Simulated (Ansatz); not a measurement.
Consider ZrC in the rock salt structure (space group Fm-3m, No. 225; a = 4.669 Å).

Structures relaxed with PBEsol in Ansatz (plane waves to 420 eV, PAW, scalar-relativistic without spin-orbit coupling).

Base:

Simulated powder pattern, Mo Kα, λ = 0.71073 Å (kinematic, ideal powder, no thermal factors, no anomalous dispersion; the 8 strongest lines at most, above 2 %, up to 2θ = 40°):

```tsv
2θ (°)	I/Imax (%)	hkl
15.15	100	(111)
17.51	81	(200)
24.86	59	(220)
29.24	50	(311)
30.58	21	(222)
35.45	9.6	(400)
38.75	21	(331)
39.80	26	(420)
```

The change: a hydrostatic pressure of 30 GPa.

Task: How do the reflections move or split?

Result: 
Simulated powder pattern, Mo Kα, λ = 0.71073 Å (kinematic, ideal powder, no thermal factors, no anomalous dispersion; the 8 strongest lines at most, above 2 %, up to 2θ = 40°):

| 2θ (°) | d (Å) | I/Imax (%) | hkl |
|---|---|---|---|
| 15.68 | 2.604 | 100 | (111) |
| 18.13 | 2.255 | 80 | (200) |
| 25.75 | 1.595 | 57 | (220) |
| 30.29 | 1.360 | 49 | (311) |
| 31.67 | 1.302 | 20 | (222) |
| 36.74 | 1.128 | 9.3 | (400) |

The indices refer to the base's conventional cell; one index is shown for lines that coincide.

Load acts through the strain it causes; cell and atoms are relaxed under it. No phonon test of stability was made. Competing high-pressure phases were not computed. All final runs are without spin polarisation.

Ansatz is an electronic-structure program.
